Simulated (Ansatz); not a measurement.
Results of rVV10 (Ansatz, a first-principles code, PAW) for CsCl-type CoGa.

Run with plane-wave cutoff 520 eV, 20×20×20 k mesh, Fermi–Dirac smearing 0.05 eV, no spin polarisation, scalar-relativistic PAW data made under PBE.

A third-order Birch–Murnaghan fit to the energies gives V0 = 12.151 Å³/atom, B0 = 171 GPa, B′ = 4.8.

```csv
V (Å³/atom),P (GPa)
11.422,12.24
11.665,…
11.908,3.61
12.151,-0.01
12.394,…
12.637,…
12.880,-8.65
```

**Question.** Estimate the withheld pressures from this fit; the answers are the runs' own values.

**Answer.** 
- 11.665, P (GPa): 7.68
- 12.394, P (GPa): -3.24
- 12.637, P (GPa): -6.11

The formula P = (3/2) B0 (x^(7/3) − x^(5/3)) [1 + (3/4)(B′ − 4)(x^(2/3) − 1)] with x = V0/V meets the computed pressures within 0.04 GPa when these rounded values are put in.

The computed numbers hold no vibrational or temperature effects.

Computing time: very roughly 60 core-seconds.
